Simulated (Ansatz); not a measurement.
An Ansatz (a first-principles code) input (PBE (Ansatz), no spin-orbit coupling):

Ansatz 0.2 input:
```yaml
crystal:
  lattice:
    - [-1.3612260909, 1.3612260909, 5.9840201008]
    - [1.3612260909, -1.3612260909, 5.9840201008]
    - [1.3612260909, 1.3612260909, -5.9840201008]
  atoms:
    - { symbol: N, position: [0.1028372499, 0.6028372499, 0.5] }
    - { symbol: N, position: [0.3971627501, 0.8971627501, 0.5] }
    - { symbol: N, position: [0.75, 0.25, 0.5] }
    - { symbol: B, position: [0.8243046028, 0.8243046028, 0] }
    - { symbol: B, position: [0.1756953972, 0.1756953972, 0] }
    - { symbol: Al, position: [0.5, 0.5, 0] }
basis: { ecutwfc: 420, ecutrho_ratio: 4, xc_grid: 2, fft_grid_basis: typed }
kpoints: { mp_grid: { grid: [17, 17, 17] } }
hamiltonian:
  xc: pbe
  dispersion: none
  pseudopotentials: { kind: paw }
scf: { occupations: { method: fermi_dirac, width: 0.05 }, convergence: { dr2_threshold: 0.0000000006 } }
output: { forces: true, stress: true }
checkpoint: { write: state.ck, write_every: 1000 }
```

Which symmetry and how many k-points will the program report, and about how many plane waves at Γ?

Space group I-4m2 (ITA 119) with 8 operations, k-points 405 of 4913, and 879 plane waves at Γ.

These are small ordered cells, not random alloys; other orderings at the same x differ. Whether these cells are dynamically stable was not tested. The cell was made from BN by this change: x(Al) = 0.333, 6 atoms, I-4m2.
